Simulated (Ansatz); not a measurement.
**What pressure −2 GPa does to ZrRuAs**

Take ZrRuAs (space group P-62m, No. 189; a = 6.551 Å, c = 3.891 Å; a cell from a computed database, its experimental status unchecked) as the base.

Now apply this change: a negative pressure, −2 GPa.

Level of theory: PBEsol, PAW, 420 eV (Ansatz, a first-principles code; no SOC). Settings: 8×8×12 k-points, 0.05 eV Fermi–Dirac smearing.

The volume per atom grows by 0.16 Å³, from 16.07 Å³ to 16.23 Å³ and the density shrinks by 0.09 g/cm³ to 9.12 g/cm³. The lattice parameter a rises by 0.021 Å (6.551 Å → 6.572 Å) and the c/a ratio stays 0.594. The shortest interatomic distance grows by 0.008 Å (2.515 Å → 2.523 Å) and the enthalpy H = E + PV relative to the base's energy amounts to -0.20 eV/atom. The band gap is still zero.

Cost of the whole job for the changed cell (relaxation, final SCF and bands): very roughly 10 core-minutes.

Load acts through the strain it causes; cell and atoms are relaxed under it. Whether these cells are dynamically stable was not tested. The final runs are not spin-polarised. An odd electron count without spin: ZrRuAs.
